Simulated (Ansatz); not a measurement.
The starting structures come from a database of crystals and need not be the phases stable at ambient conditions.

Tunnelling through a barrier is set by its complex band structure: the current falls as exp(−2κd) with the smallest κ.

Consider the following.

```
CELL_PARAMETERS angstrom
      4.82982     0.00000     0.00000
      0.00000     8.19662    -0.04267
      0.00000     2.60770    10.56083
ATOMIC_POSITIONS crystal
  Cu 0.85755 0.42745 0.74803
  Cu 0.14245 0.57255 0.25197
  Cu 0.35755 0.07255 0.75197
  Cu 0.64245 0.92745 0.24803
  Te 0.21847 0.55899 0.86455
  Te 0.78153 0.44101 0.13545
  Te 0.71847 0.94101 0.63545
  Te 0.28153 0.05899 0.36455
  Te 0.00013 0.86916 0.87057
  Te 0.99987 0.13084 0.12943
  Te 0.50013 0.63084 0.62943
  Te 0.49987 0.36916 0.37057
  Cl 0.10667 0.28852 0.61946
  Cl 0.89333 0.71148 0.38054
  Cl 0.60667 0.21148 0.88054
  Cl 0.39333 0.78852 0.11946
```

Space group of this cell: P2_1/c. The cell was relaxed by PBE-D3(BJ); by r2SCAN its mean pressure is 1.2 GPa.

Transport runs along the normal of the first two printed cell vectors.

The gap is the functional's own. No spin-orbit coupling. Mid-gap values are interpolated on the energy grid.

Question: Predict the band gap and the smallest decay constant κ at mid-gap from Ansatz (a quantum-chemistry and plane-wave program) with r2SCAN.

Answer: Gap 0.59 eV on a 6×4×4 mesh; κ = 0.144 1/Å, at (0.500, 0.500) of the in-plane reciprocal vectors. At the zone centre, at the nearest computed energy, the slowest state has κ = 0.16 1/Å.
